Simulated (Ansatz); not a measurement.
## A computed series for Rh: response to strain

Consider Rh in the fcc (Cu type) structure (space group Fm-3m, No. 225; a = 3.8320 Å; relaxed with 0.1 eV smearing).

Strains are applied to the cell and any free atomic positions relax.

The values are results of DFT with PBE, PAW potentials and a 420 eV plane-wave cutoff in Ansatz (a quantum-chemistry and plane-wave program), no spin-orbit coupling, not measurements.

Notes on the quantities. energy relative to the base: free energy F.

```
change                     pressure  volume per atom  energy relative to the base
------------------------  ---------  ---------------  ---------------------------
base                        0.0 GPa         14.07 Å³                   0 meV/atom
isotropic strain −2.50 %   23.5 GPa         13.04 Å³                 +70 meV/atom
isotropic strain −1.50 %        [?]         13.44 Å³                 +24 meV/atom
isotropic strain −1.00 %        [?]         13.65 Å³                 +10 meV/atom
isotropic strain −0.50 %    4.0 GPa         13.86 Å³                +2.6 meV/atom
isotropic strain +0.50 %   -3.7 GPa         14.28 Å³                +2.5 meV/atom
isotropic strain +1.50 %  -10.1 GPa         14.71 Å³                 +21 meV/atom
isotropic strain +2.00 %  -12.9 GPa         14.93 Å³                 +37 meV/atom
isotropic strain +2.50 %  -15.5 GPa         15.15 Å³                 +57 meV/atom
isotropic strain +3.00 %        [?]         15.37 Å³                 +80 meV/atom
```

Complete the table.


- isotropic strain −1.50 %, pressure: 13.0 GPa
- isotropic strain −1.00 %, pressure: 8.3 GPa
- isotropic strain +3.00 %, pressure: -17.9 GPa

Stability against distortions was not tested. The final runs are not spin-polarised. Rh lies near a magnetic instability that expansion can trigger; it was not tested.
